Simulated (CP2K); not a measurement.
## Worked example: self-consistent single point of GaP (F-43m, 2 atoms in the cell) in CP2K

Method of the run: PBE, GPW, DZVP-MOLOPT-SR-GTH basis, GTH-PBE potentials (GTH_POTENTIALS) (CP2K 2026.2).

Input:

```
&GLOBAL
  PROJECT calc
  RUN_TYPE ENERGY_FORCE
  PRINT_LEVEL MEDIUM
&END GLOBAL
&FORCE_EVAL
  METHOD Quickstep
  STRESS_TENSOR ANALYTICAL
  &DFT
    BASIS_SET_FILE_NAME BASIS_MOLOPT
    POTENTIAL_FILE_NAME GTH_POTENTIALS
    &QS
      METHOD GPW
      EPS_DEFAULT 1E-10
    &END QS
    &MGRID
      CUTOFF 600
      REL_CUTOFF 50
      NGRIDS 5
    &END MGRID
    &SCF
      SCF_GUESS ATOMIC
      EPS_SCF 1E-6
      MAX_SCF 100
      ADDED_MOS 4
      &DIAGONALIZATION
        ALGORITHM STANDARD
      &END DIAGONALIZATION
      &MIXING
        METHOD BROYDEN_MIXING
        ALPHA 0.4
        NBUFFER 10
      &END MIXING
      &SMEAR ON
        METHOD FERMI_DIRAC
        ELECTRONIC_TEMPERATURE [K] 232.09
      &END SMEAR
    &END SCF
    &KPOINTS
      SCHEME MONKHORST-PACK 4 4 4
      GAMMA_CENTERED T
    &END KPOINTS
    &XC
      &XC_FUNCTIONAL PBE
      &END XC_FUNCTIONAL
    &END XC
    &PRINT
      &MO
        EIGENVALUES T
        OCCUPATION_NUMBERS T
        NDIGITS 8
        FILENAME mo
        &EACH
          QS_SCF 0
        &END EACH
        ADD_LAST NUMERIC
      &END MO
      &MULLIKEN ON
      &END MULLIKEN
    &END PRINT
  &END DFT
  &SUBSYS
    &CELL
      ABC 3.86529300 3.86529331 3.86529365
      ALPHA_BETA_GAMMA 59.99999897 59.99999700 59.99999409
      PERIODIC XYZ
    &END CELL
    &COORD
      SCALED
      Ga       0.00000000     0.00000000     0.00000000
      P        0.25000000     0.25000000     0.25000000
    &END COORD
    &KIND Ga
      BASIS_SET DZVP-MOLOPT-SR-GTH-q13
      POTENTIAL GTH-PBE-q13
    &END KIND
    &KIND P
      BASIS_SET DZVP-MOLOPT-SR-GTH-q5
      POTENTIAL GTH-PBE-q5
    &END KIND
  &END SUBSYS
  &PRINT
    &FORCES ON
    &END FORCES
    &STRESS_TENSOR ON
    &END STRESS_TENSOR
  &END PRINT
&END FORCE_EVAL
```

Log, with long lists cut:

```
 GLOBAL| Method name                                                        CP2K
 GLOBAL| Project name                                                       calc
 GLOBAL| Run type                                                   ENERGY_FORCE

 CELL| Volume [angstrom^3]:                                            40.834979
 CELL| Vector a [angstrom]:       3.865     0.000     0.000   |a| =     3.865293
 CELL| Vector b [angstrom]:       1.933     3.347     0.000   |b| =     3.865293
 CELL| Vector c [angstrom]:       1.933     1.116     3.156   |c| =     3.865294
 CELL| Angle (b,c), alpha [degree]:                                    59.999999
 CELL| Angle (a,c), beta  [degree]:                                    59.999997
 CELL| Angle (a,b), gamma [degree]:                                    59.999994
 CELL| Numerically orthorhombic:                                              NO
 CELL| Periodicity                                                           XYZ

 DFT| Spin restricted Kohn-Sham (RKS) calculation                            RKS
 DFT| Multiplicity                                                             1
 DFT| Number of spin states                                                    1
 DFT| Charge                                                                   0
 DFT| XC density smoothing                                                  NONE
 DFT| XC derivatives                                                          PW

 QS| Method:                                                                 GPW
 QS| Density plane wave grid type                        NON-SPHERICAL FULLSPACE
 QS| Number of grid levels:                                                    5
 QS| Density cutoff [a.u.]:                                                300.0
 QS| Multi grid cutoff [a.u.]: 1) grid level                               300.0
   [... lines left out ...]
 BRILLOUIN| Wavefunction type                                            COMPLEX
 BRILLOUIN| List of Kpoints [2 Pi/Bohr]                                       36
 BRILLOUIN| Number           Weight            X              Y              Z
 BRILLOUIN|     1           0.03125       -0.25000       -0.25000       -0.25000
 BRILLOUIN|     2           0.03125       -0.25000       -0.25000        0.00000
 BRILLOUIN|     3           0.03125       -0.25000       -0.25000        0.25000
   [... 33 lines left out ...]
 *******************************************************************************

 Extrapolation method: initial_guess

 Re-scaling the density matrix to get the right number of electrons
                  # Electrons              Trace(P)               Scaling factor
                           18                18.000                        1.000

 Number of electrons:                                                         18
 Number of occupied orbitals:                                                  9
 Number of molecular orbitals:                                                13

 Number of orbital functions:                                                 38
 Number of independent orbital functions:                                     38
 SCF WAVEFUNCTION OPTIMIZATION

  Step     Update method      Time    Convergence         Total energy    Change
     1 NoMix/Diag. 0.40E+00      -     1.40947388       -81.3102487089 -8.13E+01
     2 Broy./Diag. 0.40E+00      -     0.11070673       -81.1293020319  1.81E-01
     3 Broy./Diag. 0.40E+00      -     0.05166180       -81.1740387124 -4.47E-02
     4 Broy./Diag. 0.40E+00      -     0.01120070       -81.2024564361 -2.84E-02
     5 Broy./Diag. 0.40E+00      -     0.00124286       -81.2099354167 -7.48E-03
     6 Broy./Diag. 0.40E+00      -     0.00026041       -81.2042015136  5.73E-03
     7 Broy./Diag. 0.40E+00      -     0.00015650       -81.2037481213  4.53E-04
     8 Broy./Diag. 0.40E+00      -     0.00001463       -81.2039779532 -2.30E-04
     9 Broy./Diag. 0.40E+00      -     0.00001038       -81.2040313385 -5.34E-05
    10 Broy./Diag. 0.40E+00      -     0.00000039       -81.2040363824 -5.04E-06
  *** SCF run converged in    10 steps ***

  Electronic density on regular grids:        -17.9999999659        0.0000000341
  Core density on regular grids:               17.9999999983       -0.0000000017
  Total charge density on r-space grids:        0.0000000324
  Total charge density g-space grids:           0.0000000324

  Overlap energy of the core charge distribution:               0.00000000039681
  Self energy of the core charge distribution:               -113.69477796600728
  Core Hamiltonian energy:                                     32.81707556390269
  Hartree energy:                                              11.58257284002065
  Exchange-correlation energy:                                -11.90890682072957
  Electronic entropic energy:                                  -0.00000000000004
  Fermi energy:                                                 0.18801755102358

  Total energy:                                               -81.20403638241675
  Total energy (extrapolated to T->0):                        -81.20403638241672

                     Mulliken Population Analysis

 #  Atom  Element  Kind  Atomic population                           Net charge
       1     Ga       1         12.738054                              0.261946
       2     P        2          5.261946                             -0.261946
 # Total charge                             18.000000                  0.000000

 ENERGY| Total FORCE_EVAL ( QS ) energy [hartree]            -81.204035591291372

 FORCES| Atomic forces [hartree/bohr]
 FORCES|   Atom     x               y               z               |f|
 FORCES|      1 -8.53891458E-07 -5.12656288E-07 -3.85091433E-07   1.06782138E-06
 FORCES|      2  8.78142070E-07  5.26650552E-07  3.94976644E-07   1.09749754E-06
 FORCES| Sum     2.42506118E-08  1.39942636E-08  9.88521016E-09
 FORCES| Total atomic force                                       2.96925742E-08

 STRESS| Analytical stress tensor [bar]
 STRESS|                        x                   y                   z
 STRESS|      x        2.65847855886E+04   5.08569035909E+00   3.59612757253E+00
 STRESS|      y        5.08569035909E+00   2.65787308618E+04   2.12565824642E+00
 STRESS|      z        3.59612757253E+00   2.12565824642E+00   2.65769751264E+04
 STRESS| 1/3 Trace                                             2.65801638589E+04
```

The run converged in 10 iterations.

The starting cell has typed, rounded lattice constants, without a prior relaxation at this level. Its lattice was rescaled by up to half a per cent. Values carry the incompleteness of an atom-centred basis.

Cost on one core of a shared machine: roughly 30 s.
